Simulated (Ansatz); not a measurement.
## A computed series for hypothetical P6_3/mmc HgI2: carrier doping

The parent structure is HgI2 (space group P6_3/mmc, No. 194; a = 4.1662 Å, c = 14.1827 Å; a hypothetical phase, not in the database extracts checked).

Carriers are added at fixed cell with a uniform background; the Fermi–Dirac width is that of 300 K.

Level of theory: PBE-D3(BJ) in Ansatz (plane waves to 420 eV, PAW, scalar-relativistic without spin-orbit coupling), earlier PAW set.

Before the change:

* **Gap between the host's bands**: 0.34 eV

**Question.** The aim is a gap between the host's bands between 0.46 eV and 0.52 eV. Which of these changes reaches it?
(A) electrons 2.0×10^21 cm⁻³
(B) holes 3.0×10^21 cm⁻³
(C) electrons 5.0×10^21 cm⁻³
(D) holes 5.0×10^21 cm⁻³

**Answer.** B, holes 3.0×10^21 cm⁻³. It gives 0.48 eV; electrons 5.0×10^21 cm⁻³ gives zero; holes 5.0×10^21 cm⁻³ gives 0.57 eV; electrons 2.0×10^21 cm⁻³ gives 0.20 eV. Changes not listed may reach it too

Charged cell with a jellium background: band edges are those of the host's band count, energies are not comparable with the neutral cell, and many-body gap narrowing is missing. With Hg and I present, leaving out spin-orbit coupling can change the band edges. Whether these cells are dynamically stable was not tested. All final runs are without spin polarisation.

Ansatz is a first-principles code.
